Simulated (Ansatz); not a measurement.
Take AlN in the rock salt structure (space group Fm-3m, No. 225; a model cell, its experimental status unchecked) as the base.

```
AlN
1.0
    0.00000     2.02262     2.02262
    2.02262     0.00000     2.02262
    2.02262     2.02262     0.00000
Al N
1 1
Direct
  0.50000   0.50000   0.50000
  0.00000   0.00000   0.00000
```

Levels (all Ansatz, a program for electronic structure, PAW): PBEsol (420 eV, no SOC); r2SCAN (500 eV, spin-orbit coupling left out); HSE06 (420 eV, spin-orbit coupling left out).

At the geometry relaxed with PBEsol, these levels gave the following band gaps, in shuffled order: (a) 5.47 eV, (b) 4.55 eV, (c) 6.02 eV.

Q: Match each gap to its level.

A: (a) r2SCAN; (b) PBEsol; (c) HSE06.

Single points use the geometry relaxed with PBEsol. HSE06 gaps are upper bounds (no full band path). Whether these cells are dynamically stable was not tested. The base started in Pnma and relaxed to Fm-3m at this level. This is not the structure that AlN has at room temperature and ambient pressure.
